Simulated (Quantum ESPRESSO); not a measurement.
Several settings converged on Co (P-3m1, 2 atoms in the cell)

```
Co
1.0
    2.52255     0.00000     0.00000
   -1.26127     2.18459     0.00000
    0.00000     0.00000     4.09035
Co
2
Direct
  0.33333   0.66667   0.26222
  0.66667   0.33333   0.75000
```
Moments meant for the start (each program seeds them in its own way; μB, in the order of the atoms Co Co): 2.0 2.0.

Base method: LDA (PZ), PSlibrary PAW (LDA) pseudopotentials (plane waves; Quantum ESPRESSO).

Base settings: ecutwfc = 55 Ry; ecutrho = 330 Ry; occupations = smearing; smearing = fermi-dirac; degauss = 0.0073499 Ry; nspin = 2; potentials = {Co: Co.pz-n-kjpaw_psl.1.0.0.UPF}; K_POINTS = automatic 5 5 3 0 0 0; conv_thr = 1e-10 Ry; mixing_beta = 0.4.

The count of work is k-points × plane waves × bands × iterations; it is no time. Core times come from one kind of shared machine, to one figure; runs under 30 s give none.

**The cutoff for other potential files**

Level: DFT, LDA (PZ), plane waves, PSlibrary PAW (LDA, semicore) pseudopotentials.

In this ladder: pseudopotentials = {Co: Co.pz-spn-kjpaw_psl.1.0.0.UPF}. Moved along: ecutrho.

The second cell is the first with its lattice scaled by 0.98.

The mesh stays at the base's, so the ladder's end is converged at best in this setting alone.

Only quantities that move along the ladder and can be compared are tabulated.

| ecutwfc | free energy less the last step's (meV/atom) | energy of the compressed cell less the first (meV/atom) | pressure (GPa) | largest difference of a force vector from the last step's (eV/Å) | net moment (μB/atom) | count of work / last | core time / last (rough) |
|---|---|---|---|---|---|---|---|
| 38 Ry | 11703.47 | -106.90 | -900.91 | 0.654 | 1.725 | 0.11 | – |
| 47 Ry | 1674.44 | -95.34 | -192.27 | 0.124 | 1.725 | 0.15 | – |
| 59 Ry | 206.08 | -71.57 | -28.06 | 0.003 | 1.710 | 0.21 | – |
| 72 Ry | 153.79 | -70.25 | -25.87 | 0.004 | 1.710 | 0.28 | 0.3 |
| 85 Ry | 66.44 | -71.12 | -26.52 | 0.003 | 1.710 | 0.36 | 0.3 |
| 102 Ry | 17.78 | -70.85 | -22.63 | 0.000 | 1.710 | 0.47 | 0.4 |
| 128 Ry | 9.30 | -70.84 | -22.40 | 0.001 | 1.710 | 0.66 | 0.7 |
| 170 Ry | 0.00 | -70.86 | -22.00 | 0.000 | 1.710 | 1.0 | 1 |

Coarsest ecutwfc that holds the energy of the compressed cell less the first within 2 meV/atom of the last step, with all finer ones: 59 Ry, at 0.21 of the last step's count of work; the step before is off by 24 meV/atom.

Coarsest ecutwfc that holds the net moment within 0.01 μB/atom of the last step, with all finer ones: 59 Ry, at 0.21 of the last step's count of work; the step before is off by 0.015 μB/atom.

Coarsest ecutwfc that holds the free energy within 5 meV/atom: not settled: the last two steps still differ by 9.3 meV/atom, over half the tolerance, so the ladder does not show it.

At the lowest cutoff the pressure lies 879 GPa under the last step's, the usual sign of Pulay stress in an incomplete plane-wave basis.

**The density cutoff**

The mesh stays at the base's, so the ladder's end is converged at best in this setting alone.

Only quantities that move along the ladder and can be compared are tabulated.

```tsv
ecutrho	free energy less the last step's (meV/atom)
110 Ry	-0.87
165 Ry	-0.09
220 Ry	-0.03
275 Ry	0.00
330 Ry	-0.01
440 Ry	-0.02
550 Ry	-0.01
660 Ry	0.00
880 Ry	0.00
```

Coarsest ecutrho that holds the free energy within 0.5 meV/atom of the last step, with all finer ones: 165 Ry; the step before is off by 0.87 meV/atom.

On the base run: the starting cell has typed, rounded lattice constants, without a prior relaxation at this level. Its lattice was rescaled by up to half a per cent. One atom was moved a little off its site on purpose. The magnetic order is the one reached from the typed start; others were not searched systematically. In the base run, with a pressure of about -23 GPa the cell is away from its equilibrium volume at this level. Without a gap this mesh is coarse (it stands for a supercell whose shortest vector is 12 Å).
